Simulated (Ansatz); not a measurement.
An ideal cubic perovskite cell is held by its symmetry; such compounds can tilt or shift off centre at room temperature. The starting structures come from a database of crystals and need not be the phases stable at ambient conditions.

Inside the gap of an insulator the Bloch states are evanescent, with a wavenumber k + iκ along the transport direction.

Given:

```
CELL_PARAMETERS angstrom
      5.83901     0.00000     0.00000
      0.00000     8.25761     0.00000
      0.00000     4.12880     4.12880
ATOMIC_POSITIONS crystal
  Cs 0.00000 0.00000 0.00000
  Sn 0.50000 0.50000 0.00000
  Br 0.50000 0.50000 0.50000
  Br 0.50000 0.00000 0.50000
  Br 0.00000 0.50000 0.00000
```

The cell is taken as given; by PBEsol it stands under a pressure of -0.8 GPa.

Transport runs along the normal of the first two printed cell vectors, the (110) plane of the conventional cell.

No gap correction and no spin-orbit coupling; mid-gap is the computed energy nearest the middle.

**Question.** State the band gap and the smallest decay constant κ at mid-gap according to PBEsol (Ansatz, an electronic-structure program).

**Answer.** Gap 0.43 eV on a 8×8×8 mesh; κ = 0.035 1/Å, at (0.500, 0.000) of the in-plane reciprocal vectors. At the zone centre the slowest state has κ = 0.13 1/Å.
